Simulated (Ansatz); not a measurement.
Take MgS in the rock salt structure (space group Fm-3m, No. 225; a = 5.1820 Å) as the base.

It is then changed as follows: O takes the place of S on all its sites; the structure is relaxed again.

Levels (all Ansatz, a program for electronic structure, PAW): PBEsol (420 eV, spin-orbit coupling left out); r2SCAN (500 eV, no spin-orbit coupling); HSE06 (420 eV, scalar-relativistic without spin-orbit coupling).

At the geometry relaxed with PBEsol, these levels gave the following band gaps, in shuffled order: (a) 5.61 eV, (b) 6.47 eV, (c) 4.62 eV.

### Question
Match each gap to its level.

### Answer
(a) r2SCAN; (b) HSE06; (c) PBEsol.

Single points use the geometry relaxed with PBEsol. Stability against distortions was not tested.
